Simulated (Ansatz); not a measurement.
What pressure −2 GPa does to Rh

Start from Rh in the fcc (Cu type) structure (space group Fm-3m, No. 225; a = 3.830 Å).

Perturbation: hydrostatic tension (pressure −2 GPa).

Computed with PBE, PAW, 420 eV (Ansatz, a program for electronic structure; no spin-orbit coupling), earlier PAW set. Settings: 21×21×21 k-points, 0.05 eV Fermi–Dirac smearing.

| quantity | base | changed | shift |
|---|---|---|---|
| volume per atom | 14.05 Å³ | 14.16 Å³ | +0.11 Å³ |
| density | 12.16 g/cm³ | 12.07 g/cm³ | -0.096 g/cm³ |
| lattice parameter a | 3.830 Å | 3.840 Å | +0.010 Å |
| enthalpy H = E + PV relative to the base's energy | – | -0.18 eV/atom | – |
| band gap | zero | zero | – |

Final structure:

```yaml
crystal:
  lattice:
    - [0.00000, 1.92021, 1.92021]
    - [1.92021, 0.00000, 1.92021]
    - [1.92021, 1.92021, 0.00000]
  atoms:
    - { symbol: Rh, position: [0.00000, 0.00000, 0.00000] }
```

Load acts through the strain it causes; cell and atoms are relaxed under it. Whether these cells are dynamically stable was not tested. The final runs are not spin-polarised.
